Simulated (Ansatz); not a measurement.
Bond-angle distributions (per cent of the angles at each element, bins of 10°) of a relaxed model of amorphous In$_{24}$O$_{39}$Ga$_{2}$ at 6.40 g/cm³. Calculation: PBE, scalar-relativistic without spin-orbit coupling (plane waves to 420 eV, PAW; Ansatz, a quantum-chemistry and plane-wave program).

The cell was made by melting and quenching with the CHGNet potential and then relaxed with DFT. O atoms were pushed apart under 1.9 Å during the dynamics, to hinder bonds among them. The hot cell started wider than the set density and was brought back towards it in steps. It is the lowest in DFT energy of 2 quenches. It is a model cell: composition and starting density were chosen by hand, and all elements were melted together. No dispersion term was used. Its density started from a set value of 6.42 and ended at 6.40 g/cm³. The simulated quench (nominally 220 K/ps over its main leg) is rapid and tends to freeze in more defects than a deposited or slowly cooled glass has. One small periodic cell is one sample of the glass; other quenches scatter about these values. The volume was free in the relaxation, at fixed shape. Stress components on the final sampling reach 1.6 GPa. Cycles of charging lowered its energy after that relaxation.

Cut-offs for bonds: In-In 3.12 Å, In-O 2.62 Å, In-Ga 2.90 Å, O-O 1.58 Å, O-Ga 2.26 Å, Ga-Ga 2.68 Å. Two cations that share two anions don't count as bonded, nor two that share one unless they lie closer than In-In 3.04 Å, In-Ga 2.82 Å, Ga-Ga 2.61 Å.

```json
[
 {"angle (°)": "50-60", "at In": "0", "at O": "0"},
 {"angle (°)": "60-70", "at In": "0", "at O": "0"},
 {"angle (°)": "70-80", "at In": "20", "at O": "0"},
 {"angle (°)": "80-90", "at In": "24", "at O": "3"},
 {"angle (°)": "90-100", "at In": "14", "at O": "37"},
 {"angle (°)": "100-110", "at In": "10", "at O": "28"},
 {"angle (°)": "110-120", "at In": "9", "at O": "10"},
 {"angle (°)": "120-130", "at In": "2", "at O": "10"},
 {"angle (°)": "130-140", "at In": "2", "at O": "4"},
 {"angle (°)": "140-150", "at In": "6", "at O": "5"},
 {"angle (°)": "150-160", "at In": "4", "at O": "2"},
 {"angle (°)": "160-170", "at In": "6", "at O": "1"},
 {"angle (°)": "170-180", "at In": "3", "at O": "1"}
]
```

They go with these counts of neighbours within the cut-offs, cation contacts included: In mean 5.6, most often 6; O mean 3.7, most often 4.
